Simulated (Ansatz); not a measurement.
Input and report of a finite-temperature phonon run in Ansatz (PBEsol). The cell was generated from a structure type, relaxed within its symmetry, and need not be the phase found at ambient conditions. The cell is strained by 1.0 % in length from its relaxed static size. Melting and transitions to other phases are not modelled.

Ansatz 0.2 input:
```yaml
crystal:
  lattice:
    - [3.9462805262, 0.0, 0.0]
    - [0.0, 3.9462805262, 0.0]
    - [0.0, 0.0, 3.9462805262]
  atoms:
    - { symbol: Na, position: [0.0, 0.0, 0.0] }
    - { symbol: Mg, position: [0.5, 0.5, 0.5] }
    - { symbol: F, position: [0.0, 0.5, 0.5] }
    - { symbol: F, position: [0.5, 0.5, 0.0] }
    - { symbol: F, position: [0.5, 0.0, 0.5] }
kpoints:
  mp_grid: { grid: [6, 6, 6] }
hamiltonian:
  xc: pbesol
  pseudopotentials: { kind: paw }
scf:
  occupations: { method: fixed }
phonons:
  supercell: [2, 2, 2]
  self_consistent:
    temperatures: [300, 600]
    max_frequency_error: 3.0
    max_frames: 240
checkpoint:
  write: run
output:
  stress: true
```

```
--- Phonons at temperature: the self-consistent harmonic approximation ---
  56 frames of 40 atoms (2×2×2 cells), in populations of 8, 8, 16, 8 at 600 K and 8, 8 at 300 K: nothing lacks frames
  of 56 their SCF's own steps read whether they stand on a minimum of the electronic energy; no probe, look outside the group or whole filling of a shell is made of a frame, whatever scf.lower_state_search; one on another minimum than the …
  at 300 K
    the largest error of a frequency is 0.54 times what was asked for; the fitted model misses 2.3 % of the forces, every mode counted alike and far frames for less, of frames that it was not fitted to; the frames count as 16.2 of this …
    softest of the free energy's second derivatives: -29.69 ± 13.60 cm⁻¹ at q 0.0000 0.5000 0.5000; ahead of this temperature's last population -30.93
    whether the crystal stands in this phase is undecided by these errors, or by what this temperature's last population moved a wave vector's softest; a smaller max_frequency_error in a new run may decide it
    the ions' mean positions are those at rest
    free energy -5796.854566 ± 0.001106 eV a cell, of which vibrations -0.063205; entropy 131.378 ± 0.186 J/(mol·K) of cells
      by the supercell's own 117 modes alone, which lack the rigid motions: not to be laid beside figures on a mesh. There are none: the force constants hold no dipole–dipole term between the supercell's wave vectors
      the supercell's own free energy is the best Gaussian's, an upper bound on the crystal's: what lies beyond it on the fitted surface stands below, to be added
    pressure -1.5435 ± 0.0609 GPa; at rest -2.0720, so that the ions' motion makes +0.5285
      stress (GPa, positive in compression): xx -1.5435 ± 0.0609, yy -1.5435 ± 0.0609, zz -1.5435 ± 0.0609, yz 0.0000 ± 0.0000, xz 0.0000 ± 0.0000, xy 0.0000 ± 0.0000
      by the supercell's own 117 modes alone, which lack the rigid motions: in the warmth about 1/40 of what the motion makes, which no ± holds; not to be laid beside figures on a mesh
    beyond the Gaussian, in the hollow that it stands in and those that the ions reach from there, by exact statistics on the surface that is fitted to the frames (rings of 6 beads):
      4 configuration(s) of the rings are solved and fitted beside the frames
      free energy -0.061245 ± 0.005846 eV a cell
      leaving out a pair of frames, or group of many, changes the fitted energy by up to 0.09 k_B T, T the rings' temperature (one standard deviation); of these ± those of the frequencies lack the bias that few frames leave, and those of …
      pressure -1.3395 ± 0.0433 GPa; with it, by the rings' own mean, -2.8866 ± 0.0333, so that the ions' motion makes -0.8146: by the supercell's own 117 modes alone, as the Gaussian's
      mean square displacement, over the three axes, of site 4 from 0, F, the most changed: 0.22029 ± 0.00159 Å², of which +0.10943 beyond the Gaussian's
      softest frequency by how far the rings' centres move (above zero always: no sign of whether the crystal stands): 21.29 ± 0.48 cm⁻¹ at q 0.5000 0.5000 0.5000
    frequencies (cm⁻¹; below zero: imaginary; ±: error) of the harmonic crystal, of the Gaussian, of the free energy's second derivatives, each in its own ascending order
      q 0.0000 0.0000 0.0000
           -63.73      111.01 ±  1.79       96.52 ±  3.27
           -63.73      111.01 ±  1.79       96.52 ±  3.27
           -63.73      111.01 ±  1.79       96.52 ±  3.27
           129.76      162.66 ±  1.04      152.22 ±  1.97
           129.76      162.66 ±  1.04      152.22 ±  1.97
           129.76      162.66 ±  1.04      152.22 ±  1.97
           282.75      285.33 ±  0.64      281.76 ±  0.91
           282.75      285.33 ±  0.64      281.76 ±  0.91
           282.75      285.33 ±  0.64      281.76 ±  0.91
           504.19      479.09 ±  1.10      467.51 ±  2.01
           504.19      479.09 ±  1.10      467.51 ±  2.01
           504.19      479.09 ±  1.10      467.51 ±  2.01
      q 0.0000 0.0000 0.5000, and 2 like it
           -47.67      102.93 ±  0.76       85.83 ±  3.64
           -47.67      102.93 ±  0.76       85.83 ±  3.64
            74.20      105.17 ±  1.44       90.57 ±  2.00
            74.20      105.17 ±  1.44       90.57 ±  2.00
           143.99      178.06 ±  0.62      166.15 ±  2.07
           153.31      180.69 ±  0.52      166.70 ±  3.51
           171.99      186.80 ±  0.66      177.46 ±  1.39
           171.99      186.80 ±  0.66      177.46 ±  1.39
           204.83      214.69 ±  1.31      202.99 ±  2.36
           252.29      256.43 ±  0.85      251.34 ±  1.26
           252.29      256.43 ±  0.85      251.34 ±  1.26
           459.71      454.75 ±  1.53      439.55 ±  3.08
           475.22      455.57 ±  0.94      446.27 ±  1.89
           502.34      476.05 ±  1.36      462.57 ±  2.44
           502.34      476.05 ±  1.36      462.57 ±  2.44
      q 0.0000 0.5000 0.5000, and 2 like it
          -112.52       36.21 ±  1.05      -29.69 ± 13.60
           -42.30      104.57 ±  1.24       85.10 ±  3.47
           -42.30      114.96 ±  1.06       93.73 ±  3.29
            12.46      114.96 ±  1.06       93.73 ±  3.29
           161.85      183.48 ±  0.83      174.00 ±  1.95
           161.85      183.48 ±  0.83      174.00 ±  1.95
           189.19      197.61 ±  0.96      187.69 ±  1.84
           189.19      197.61 ±  0.96      187.69 ±  1.84
           217.15      214.36 ±  1.14      211.75 ±  1.39
           274.93      286.23 ±  1.18      274.85 ±  2.13
           380.20      358.73 ±  1.18      346.09 ±  2.20
           434.10      424.34 ±  0.38      416.38 ±  1.03
           434.10      424.34 ±  0.38      416.38 ±  1.03
           500.04      473.81 ±  1.19      458.15 ±  2.52
           500.58      478.77 ±  0.98      466.36 ±  1.98
      q 0.5000 0.5000 0.5000
          -113.45       30.64 ±  0.65      -23.87 ± 22.41
          -113.45       30.64 ±  0.65      -23.87 ± 22.41
```

Cost: around 2.6 core-hours (rough).

Ansatz is a quantum-chemistry and plane-wave program.
